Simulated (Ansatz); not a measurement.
Results of rVV10 (Ansatz, an electronic-structure program, PAW) for cubic perovskite CsHgBr3 (idealised or unconfirmed structure).

Numerical settings: plane-wave cutoff 520 eV, 10×10×10 k mesh, Fermi–Dirac smearing 0.05 eV, scalar-relativistic PAW data made under PBE.

Computed at the level's own relaxed cell.

What does this level give for the volume per atom, bulk modulus B0, equilibrium lattice constant a and pressure derivative B′ of the bulk modulus?


* **volume per atom**: 35.72 Å³/atom
* **bulk modulus B0**: 27.7 GPa
* **equilibrium lattice constant a**: 5.631 Å
* **pressure derivative B′ of the bulk modulus**: 5.2

The run finds no gap.

Note: the relaxation could not lower the start's symmetry, so the cell can be a saddle point above a distorted one.

Spin–orbit coupling is not included; it can open a gap where bands touch, and shift volumes and moduli.

Static lattice: no zero-point or thermal effects.

The result took roughly 4 core-minutes.
